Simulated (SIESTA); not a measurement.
## Input and output of a self-consistent single point for Ti3O4 (Cmmm, 7 atoms in the cell) (SIESTA)

Level of theory: GGA PBEsol, numerical atomic orbitals DZP, PseudoDojo PBEsol standard norm-conserving potentials (rewritten from UPF to PSML) (SIESTA).

The input file:

```
# files in the folder: Ti.psml O.psml (PseudoDojo PBEsol standard)
SystemName  Ti3O4
SystemLabel ti3o4

NumberOfAtoms                7
NumberOfSpecies              2
%block ChemicalSpeciesLabel
  1 22 Ti
  2 8 O
%endblock ChemicalSpeciesLabel
LatticeConstant              1.0 Bohr
%block LatticeVectors
     5.636548473   -7.858826711    0.000000000
     5.636548473    7.858826711    0.000000000
     0.000000000    0.000000000    5.817848797
%endblock LatticeVectors
AtomicCoordinatesFormat      Ang
%block AtomicCoordinatesAndAtomicSpecies
     0.000000000    0.000000000    1.539336500  1
     1.491366500   -2.079356000    0.000000000  1
     1.491366500    2.079356000    0.000000000  1
     4.563581490   -0.000000000    0.000000000  2
     1.401884510    0.000000000    0.000000000  2
     2.982733000    2.020052767    1.539336500  2
     2.982733000   -2.020052767    1.539336500  2
%endblock AtomicCoordinatesAndAtomicSpecies

XC.functional                GGA
XC.authors                   PBEsol
PAO.BasisSize                DZP
PAO.EnergyShift              0.005 Ry
MeshCutoff                   350 Ry
%block kgrid.MonkhorstPack
    5   0   0  0.0
    0   5   0  0.0
    0   0   8  0.0
%endblock kgrid.MonkhorstPack
OccupationFunction           FD
ElectronicTemperature        100.0 meV

MaxSCFIterations             150
SCF.Mixer.Method             Broyden
SCF.Mixer.Weight             0.25
SCF.Mixer.History            8
SCF.DM.Tolerance             1.0E-05
Diag.ParallelOverK           true
WriteForces                  true
```

The program printed (abridged):

```
reinit: Reading from file input.fdf

reinit: System Name: Ti3O4
reinit: System Label: ti3o4

coor:   Atomic-coordinates input format  =     Cartesian coordinates
coor:                                          (in Angstroms)

siesta: Atomic coordinates (Bohr) and species
siesta:      0.00000   0.00000   2.90892  1        1
siesta:      2.81827  -3.92941   0.00000  1        2
siesta:      2.81827   3.92941   0.00000  1        3
siesta:      8.62392  -0.00000   0.00000  2        4
siesta:      2.64918   0.00000   0.00000  2        5
siesta:      5.63655   3.81735   2.90892  2        6
siesta:      5.63655  -3.81735   2.90892  2        7

siesta: System type = bulk

initatomlists: Number of atoms, orbitals, and projectors:      7   109   106

siesta: ******************** Simulation parameters ****************************
redata: Spin configuration                          = none
redata: Time-Reversal Symmetry                      = T
redata: Number of Atomic Species                    =        2
redata: Mesh Cutoff                                 =   350.0000 Ry
redata: Net charge of the system                    =     0.0000 |e|
redata: Min. number of SCF Iter                     =        0
redata: Max. number of SCF Iter                     =      150
redata: SCF convergence failure will abort job
redata: SCF mix quantity                            = Hamiltonian
redata: Mix DM or H after convergence               =   F
redata: Recompute H after scf cycle                 =   F
redata: Mix DM in first SCF step                    =   T
redata: No kicks to SCF
redata: DM Mixing Weight for Kicks                  =     0.5000
redata: Require Harris convergence for SCF          =   F
redata: Harris energy tolerance for SCF             =     0.000100 eV
redata: Require DM convergence for SCF              =   T
redata: DM tolerance for SCF                        =     0.000010
redata: Require EDM convergence for SCF             =   F
redata: EDM tolerance for SCF                       =     0.001000 eV
redata: Require H convergence for SCF               =   T
redata: Hamiltonian tolerance for SCF               =     0.001000 eV
redata: Require (free) Energy convergence for SCF   =   F
redata: (free) Energy tolerance for SCF             =     0.000100 eV
redata: Using DFT-D3 dispersion                     =   F
redata: Using Saved Data (generic)                  =   F
redata: Method of Calculation                       = Diagonalization
redata: Electronic Temperature                      =  1160.4518 K
redata: Number of TDED substeps                     =        3
redata: Dynamics option                             = Single-point calculation
redata: Save all siesta data in one NC              =   F
redata: ***********************************************************************

%block SCF.Mixers
  Broyden
%endblock SCF.Mixers

%block SCF.Mixer.Broyden
  # Mixing method
  method broyden

  # Mixing options
  weight 0.2500
  weight.linear 0.2500
  weight.prime 0.2500
  history 8
%endblock SCF.Mixer.Broyden

DM_history_depth set to one: no extrapolation allowed by default for geometry relaxation
Size of DM history Fstack: 1
Total number of electrons:    60.000000
Total ionic charge:    60.000000

* ProcessorY, Blocksize:    1  64

* Orbital distribution balance (max,min):   109   109

k-point displ. along   3 input, could be:     0.00    0.50
 Kpoints in:          120 . Kpoints trimmed:          103

siesta: k-grid: Number of k-points = 103
siesta: k-points from Monkhorst-Pack grid
siesta: k-cutoff (effective) =    12.315 Ang
siesta: k-point supercell and displacements
siesta: k-grid:     5     0     0      0.000
siesta: k-grid:     0     5     0      0.000
siesta: k-grid:     0     0     8      0.000

diag: Algorithm                                     = D&C
diag: Parallel over k                               =   F
diag: Use parallel 2D distribution                  =   F
diag: Parallel block-size                           = 64
diag: Parallel distribution                         =     1 x     1
diag: Used triangular part                          = Lower
diag: Absolute tolerance                            =  0.100E-15
diag: Orthogonalization factor                      =  0.100E-05
diag: Memory factor                                 =  1.0000

superc: Internal auxiliary supercell:     5 x     5 x     7  =     175
superc: Number of atoms, orbitals, and projectors:   1225  19075  18550

                        Single-point calculation

superc: Internal auxiliary supercell:     5 x     5 x     7  =     175
superc: Number of atoms, orbitals, and projectors:   1225  19075  18550

outcell: Unit cell vectors (Ang):
        2.982733   -4.158712    0.000000
        2.982733    4.158712    0.000000
        0.000000    0.000000    3.078673

outcell: Cell vector modules (Ang)   :    5.117771    5.117771    3.078673
outcell: Cell angles (23,13,12) (deg):     90.0000     90.0000    108.7019
outcell: Cell volume (Ang**3)        :     76.3777
new_DM -- step:     1
Initializing Density Matrix...

Attempting to read DM from file... Failed...
DM filled with atomic data:

InitMesh: MESH = 60 x 60 x 36 = 129600
InitMesh: Mesh cutoff (required, used) =   350.000   377.903 Ry

stepf: Fermi-Dirac step function

        iscf     Eharris(eV)        E_KS(eV)     FreeEng(eV)     dDmax    Ef(eV) dHmax(eV)
   scf:    1    -6583.852415    -6630.807915    -6630.896444  1.714404 -4.151448  9.883178
   scf:    2    -6646.180038    -6643.329349    -6643.440928  0.630932 -5.111059  5.402892
   scf:    3    -6635.340538    -6641.797649    -6641.910105  0.496562 -5.365548  6.985635
   scf:    4    -6643.763482    -6644.075447    -6644.186933  0.412617 -5.303046  1.189314
   scf:    5    -6644.057052    -6644.107941    -6644.221695  0.032364 -5.387821  0.526068
   scf:    6    -6644.114725    -6644.122353    -6644.237329  0.044071 -5.400524  0.102812
   [... 3 lines left out ...]
   scf:   10    -6644.123070    -6644.123056    -6644.238389  0.000088 -5.383842  0.001199
   scf:   11    -6644.123073    -6644.123065    -6644.238389  0.000099 -5.383772  0.001566
   scf:   12    -6644.123073    -6644.123069    -6644.238389  0.000029 -5.383698  0.000688
   scf:   13    -6644.123072    -6644.123071    -6644.238389  0.000015 -5.383682  0.000513
   scf:   14    -6644.123074    -6644.123072    -6644.238389  0.000007 -5.383675  0.000268

SCF Convergence by DM+H criterion
max |DM_out - DM_in|         :     0.0000074786
max |H_out - H_in|      (eV) :     0.0002683355
SCF cycle converged after 14 iterations

Using DM_out to compute the final energy and forces

siesta: E_KS(eV) =            -6644.1231

siesta: E_KS - E_eggbox =     -6644.1231

siesta: Atomic forces (eV/Ang):
     1    0.000000    0.000000   -0.000000
     2   -0.000000   -0.000000    0.000000
     3   -0.000000    0.000000    0.000000
     4    0.514695    0.000001    0.000000
     5   -0.514695   -0.000001    0.000000
     6    0.000001    0.413343   -0.000000
     7   -0.000001   -0.413343   -0.000000
   Tot    0.000000    0.000000    0.000000
   Max    0.514695
   Res    0.203719    sqrt( Sum f_i^2 / 3N )
   Max    0.514695    constrained

Stress tensor Voigt[x,y,z,yz,xz,xy] (kbar):      141.15      170.09      175.16        0.00       -0.00        0.00
(Free)E + p*V (eV/cell)    -6651.9675
Target enthalpy (eV/cell)    -6644.2384

siesta: Program's energy decomposition (eV):
siesta: Ebs     =     -1594.242853
siesta: Eions   =      9815.520078
siesta: Ena     =      1417.234724
siesta: Ekin    =      3112.098840
siesta: Enl     =      -245.038918
siesta: Eso     =         0.000000
siesta: Edftu   =         0.000000
siesta: DEna    =        39.553909
siesta: DUscf   =         2.104094
siesta: DUext   =         0.000000
siesta: Ex      =     -1068.877661
siesta: Ec      =       -85.677983
siesta: Exc     =     -1154.555644
siesta: Eharris =     -6644.123074
siesta: Etot    =     -6644.123072
siesta: FreeEng =     -6644.238389

siesta: Atomic forces (eV/Ang):
siesta:      1    0.000000    0.000000   -0.000000
siesta:      2   -0.000000   -0.000000    0.000000
siesta:      3   -0.000000    0.000000    0.000000
siesta:      4    0.514695    0.000001    0.000000
siesta:      5   -0.514695   -0.000001    0.000000
siesta:      6    0.000001    0.413343   -0.000000
siesta:      7   -0.000001   -0.413343   -0.000000
siesta: ----------------------------------------
siesta:    Tot    0.000000    0.000000    0.000000

siesta: Stress tensor (static) (eV/Ang**3):
siesta:     0.088100    0.000000   -0.000000
siesta:     0.000000    0.106160   -0.000000
siesta:    -0.000000    0.000000    0.109328

siesta: Cell volume =         76.377736 Ang**3

siesta: Pressure (static):
siesta:                Solid            Molecule  Units
siesta:          -0.00110216         -0.00125889  Ry/Bohr**3
siesta:          -0.10119569         -0.11558584  eV/Ang**3
siesta:        -162.13336276       -185.18893010  kBar
```

The run converged in 14 iterations.

The starting cell comes from a database of computed structures (which also holds hypothetical and non-ambient phases and stackings), without a prior relaxation at this level. Its lattice was rescaled by a random factor within 2.5 % of one. Spin polarisation is off, so a magnetic state, if there is one, cannot be reached. Values carry the incompleteness of an atom-centred basis. With a pressure of about -16 GPa the cell is away from its equilibrium volume at this level.

Cost on one core of a shared machine: roughly 50 s.
